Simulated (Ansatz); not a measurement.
Hypothetical zinc blende YP, response to strain

Base system: YP in the zinc blende structure (space group F-43m, No. 216; a = 6.290 Å; a hypothetical phase, not in the database extracts checked). Axes: x, y, z lie along the cube axes.

Strains are applied to the cell and any free atomic positions relax; under biaxial strain the out-of-plane vector relaxes too.

Calculations: PBE/PAW in Ansatz (a program for electronic structure), no SOC.

Notes on the quantities. pressure: mean of the normal stresses, compression positive.

```json
[
 {"case": "base", "gap character": "direct at X", "pressure": "0.00 GPa", "volume per atom": "31.10 Å³", "space group": "F-43m (No. 216)", "band gap": "1.64 eV"},
 {"case": "biaxial strain −0.94 %, plane normal [110], relaxed out of plane", "gap character": "indirect, X → T", "pressure": "0.29 GPa", "volume per atom": "30.93 Å³", "space group": "Imm2 (No. 44)", "band gap": "1.60 eV"},
 {"case": "biaxial strain +0.30 %, plane normal [110], relaxed out of plane", "gap character": "direct at X", "pressure": "-0.11 GPa", "volume per atom": "31.16 Å³", "space group": "Imm2 (No. 44)", "band gap": "1.61 eV"},
 {"case": "isotropic strain +2.98 %", "gap character": "direct at X", "pressure": "-4.17 GPa", "volume per atom": "33.97 Å³", "space group": "F-43m (No. 216)", "band gap": "1.71 eV"},
 {"case": "isotropic strain +3.40 %", "gap character": "direct at X", "pressure": "-4.64 GPa", "volume per atom": "34.39 Å³", "space group": "F-43m (No. 216)", "band gap": "1.72 eV"},
 {"case": "isotropic strain +3.63 %", "gap character": "direct at X", "pressure": "-4.88 GPa", "volume per atom": "34.62 Å³", "space group": "F-43m (No. 216)", "band gap": "1.73 eV"},
 {"case": "uniaxial strain ε_yy = +2.87 %", "gap character": "direct at M", "pressure": "-1.53 GPa", "volume per atom": "32.00 Å³", "space group": "I-4m2 (No. 119)", "band gap": "1.56 eV"},
 {"case": "uniaxial strain ε_zz = −1.93 %", "gap character": "direct at X", "pressure": "1.11 GPa", "volume per atom": "30.50 Å³", "space group": "I-4m2 (No. 119)", "band gap": "1.57 eV"},
 {"case": "tensor shear ε_yz = +0.43 %", "gap character": "direct at X", "pressure": "-0.01 GPa", "volume per atom": "31.10 Å³", "space group": "Imm2 (No. 44)", "band gap": "1.62 eV"}
]
```

A biaxial case was relaxed in a doubled cell and then solved in the primitive one. Stability against distortions was not tested. Labels are those of the standard path for the cell's own space group.
